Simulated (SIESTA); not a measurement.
Worked example: self-consistent single point of La3Ni2Sn7 (Cmmm, 12 atoms in the cell) in SIESTA.

Level of theory: GGA PBEsol, numerical atomic orbitals DZP, PseudoDojo PBEsol standard norm-conserving potentials (rewritten from UPF to PSML) (SIESTA).

```xyz
12
Lattice="2.2874 -13.7410 0.0000 2.2874 13.7410 0.0000 0.0000 0.0000 4.5849" Properties=species:S:1:pos:R:3 pbc="T T T"
La     2.2874     8.6736     0.0000
La     2.2874    -8.6736     0.0000
La     2.2874     0.0000     2.2924
Ni     2.2874     3.5133     2.2924
Ni     2.2874    -3.5133     2.2924
Sn     2.2874    11.2684     2.2924
Sn     2.2874   -11.2684     2.2924
Sn     2.2874     5.9993     2.2924
Sn     2.2874    -5.9993     2.2924
Sn     0.0000     0.0000     0.0000
Sn     2.2874    -2.4679     0.0000
Sn     2.2874     2.4679     0.0000
```

Reference input (self-consistent single point, DFT, GGA PBEsol, numerical atomic orbitals DZP, PseudoDojo PBEsol standard norm-conserving potentials (rewritten from UPF to PSML)): XC.functional = GGA; XC.authors = PBEsol; potentials = PseudoDojo PBEsol standard; PAO.BasisSize = DZP; PAO.EnergyShift = 0.01 Ry; MeshCutoff = 350 Ry; kgrid.MonkhorstPack = 5 5 5; OccupationFunction = MP; OccupationMPOrder = 1; ElectronicTemperature = 0.05 eV; MaxSCFIterations = 150; SCF.Mixer.Method = Pulay. This run's input differs from it in these lines:

```diff
@@ -37,3 +37,3 @@
 PAO.EnergyShift              0.01 Ry
-MeshCutoff                   350 Ry
+MeshCutoff                   100 Ry
 %block kgrid.MonkhorstPack
```

Log, with long lists cut:

```
        iscf     Eharris(eV)        E_KS(eV)     FreeEng(eV)     dDmax    Ef(eV) dHmax(eV)
   scf:    1   -26568.857029   -26843.232635   -26843.232616  1.736747 -3.065442 58.262814
   scf:    2   -26856.729340   -26953.889804   -26953.890494  0.478378 -4.164182 18.941206
   scf:    3   -26973.806942   -26965.935434   -26965.936334  0.084316 -4.073376  8.005539
   scf:    4   -26970.512514   -26968.619515   -26968.619333  0.036582 -4.041414  3.671667
   scf:    5   -26946.201724   -26963.154112   -26963.153795  0.206052 -3.922288 14.086352
   [... 8 lines left out ...]
   scf:   14   -26970.388876   -26970.389154   -26970.389162  0.000753 -4.160012  0.037084
   scf:   15   -26970.389213   -26970.389205   -26970.389216  0.000264 -4.159733  0.002895
   scf:   16   -26970.389205   -26970.389205   -26970.389216  0.000029 -4.159724  0.001136
   scf:   17   -26970.389205   -26970.389205   -26970.389216  0.000042 -4.159747  0.000414
SCF Convergence by DM+H criterion
max |DM_out - DM_in|         :     0.0000420117
max |H_out - H_in|      (eV) :     0.0004142405
SCF cycle converged after 17 iterations

Using DM_out to compute the final energy and forces

siesta: E_KS(eV) =           -26970.3892

siesta: E_KS - E_eggbox =    -26970.3892

siesta: Atomic forces (eV/Ang):
     1    0.000000   -0.036536    0.000000
     2    0.000000    0.036537    0.000000
     3   -0.000000    0.000000   -0.000000
     4   -0.000000    0.161117    0.000000
     5   -0.000000   -0.161116    0.000000
     6    0.000000   -0.073659    0.000000
     7    0.000000    0.073657    0.000000
     8   -0.000000   -0.317906    0.000000
     9    0.000000    0.317910    0.000000
    10   -0.000000   -0.000001    0.000000
    11   -0.000000   -0.159937    0.000000
   [... lines left out ...]
siesta: FreeEng =    -26970.389216
siesta: Cell volume =        288.218875 Ang**3
siesta:          16.45952602         24.21745840  kBar
   [... lines left out ...]
     1     0.691264   10.308736  La
     2     0.691264   10.308736  La
     3     1.030738    9.969262  La
     4     0.472352   17.527648  Ni
     5     0.472352   17.527648  Ni
     6    -0.511480   14.511480  Sn
     7    -0.511481   14.511481  Sn
     8    -0.468692   14.468692  Sn
     9    -0.468692   14.468692  Sn
    10    -0.394642   14.394642  Sn
    11    -0.501491   14.501491  Sn
    12    -0.501491   14.501491  Sn
 Total     0.000000
```

The run converged in 17 iterations. Against the reference run the free energy goes down by 24.0 meV/atom, the pressure goes from 1.32 to 1.65 GPa and the largest force goes from 0.284 to 0.318 eV/Å.

The starting cell comes from a database of computed structures (which also holds hypothetical and non-ambient phases and stackings), without a prior relaxation at this level. Its lattice was rescaled by a random factor within 2.5 % of one. Spin polarisation is off. Values carry the incompleteness of an atom-centred basis.

Cost on one core of a shared machine: roughly 8 min.
